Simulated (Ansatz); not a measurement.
# GaBi (model structure, started from the beta GaS type, P6₃/mmc, No. 194, 8 atoms in the cell)

Calculation: PBEsol in Ansatz (PAW).

Settings: plane-wave cutoff 500 eV, 18×18×4 k mesh (along the axes of the cell as run), Fermi–Dirac smearing 0.1 eV, scalar-relativistic PAW data made under PBE.

Cell (relaxed at this level):

Space group P6₃/mmc (No. 194); a = b = 3.963 Å, c = 16.741 Å, α = β = 90.00°, γ = 120.00°

```csv
atom,site,symmetry,x,y,z
Ga,4f,3m.,0.3333,0.6667,0.1771
Bi,4f,3m.,0.6667,0.3333,0.0802
```

| Quantity | Result |
|---|---|
| band gap | zero (no gap) |

Note: the relaxation could raise the start's symmetry but not lower it, so the cell can be a saddle point.

Spin–orbit coupling is not included; it can shift volumes and moduli of such heavy elements.

The computed numbers hold no vibrational or temperature effects.

It cost around 40 core-minutes (rough) of CPU time.

A model structure was made by putting elements into a prototype or built by hand; it is no filed structure, need not be a known phase, and can be a saddle point held by its symmetry.

Ansatz is a program for electronic structure.
